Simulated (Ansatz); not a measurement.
Al2Cu (I4/mcm, No. 140) was calculated with r²SCAN-D4 in Ansatz (plane waves, PAW).

Settings: plane-wave cutoff 560 eV, 14×14×14 k mesh, Fermi–Dirac smearing 0.05 eV, no spin polarisation, scalar-relativistic PAW data made under PBE.

Energies at three volumes about the minimum:

| V (Å³/atom) | E − E_lowest (meV/atom) |
|---|---|
| 13.940 | 2.18 |
| 14.225 | 0.00 |
| 14.509 | 2.03 |

Task: Fit a parabola by hand: where is the minimum, and what is the bulk modulus?

Result: Slopes: (0.00 − 2.18)/(14.225 − 13.940) = -7.649 and (2.03 − 0.00)/(14.509 − 14.225) = 7.148 meV/Å³. Curvature E″ = 2 × (7.148 − (-7.649))/(14.509 − 13.940) = 52.011 meV/Å⁶. From the middle of the first interval, the slope vanishes at V0 = 14.0825 − (-7.649)/52.011 = 14.230 Å³/atom. B = V0 E″ = 14.230 × 52.011 meV/Å³ × 0.1602 GPa per meV/Å³ = 119 GPa. The full Birch–Murnaghan fit to all volumes gives V0 = 14.225 Å³/atom and B0 = 118 GPa.

Shape and atoms are relaxed at each volume.

Measured, for comparison: equilibrium volume per atom 14.78 Å³/atom (temperature not stated, not corrected to a static lattice, from a published cell, temperature and pressure not stated; as tabulated in James B. Friauf, Journal of the American Chemical Society 49, 3107 (1927)). Computed less measured: equilibrium volume per atom -3.8 %.

Ansatz is a quantum-chemistry and plane-wave program.
